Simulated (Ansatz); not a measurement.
The reference is GaCuSe2 in the chalcopyrite structure (space group I-42d, No. 122).

```yaml
crystal:
  lattice:
    - [-2.78502, 2.78502, 5.53739]
    - [2.78502, -2.78502, 5.53739]
    - [2.78502, 2.78502, -5.53739]
  atoms:
    - { symbol: Ga, position: [0.50000, 0.50000, 0.00000] }
    - { symbol: Ga, position: [0.25000, 0.75000, 0.50000] }
    - { symbol: Cu, position: [0.00000, 0.00000, 0.00000] }
    - { symbol: Cu, position: [0.75000, 0.25000, 0.50000] }
    - { symbol: Se, position: [0.87500, 0.88320, 0.50820] }
    - { symbol: Se, position: [0.11680, 0.62500, 0.99180] }
    - { symbol: Se, position: [0.37500, 0.36680, 0.49180] }
    - { symbol: Se, position: [0.63320, 0.12500, 0.00820] }
```

Cartesian axes are those of the cell as printed.

Method: PBEsol, PAW, 420 eV (Ansatz, an electronic-structure program; no spin-orbit coupling).

Before the change:

The band gap comes out as 0.12 eV and the width of the top valence band is 1.02 eV.

Now apply this change: the cell is compressed by 2.25 % along z with no lateral relaxation; the atoms relax in the strained cell.

Predict the new band gap.

The band gap grows by 0.08 eV (0.12 eV → 0.20 eV).

Predict the new width of the top valence band.

The width of the top valence band rises by 0.093 eV, from 1.02 eV to 1.12 eV.

What does the calculation give for the stress after the change?

The stress (xx, yy, zz, yz, xz, xy; compression positive) amounts to (1.41, 1.41, 2.24, 0.00, 0.00, 0.00) GPa.

Whether these cells are dynamically stable was not tested. All final runs are without spin polarisation. The zero or small gap of GaCuSe2 can change with the level of theory.
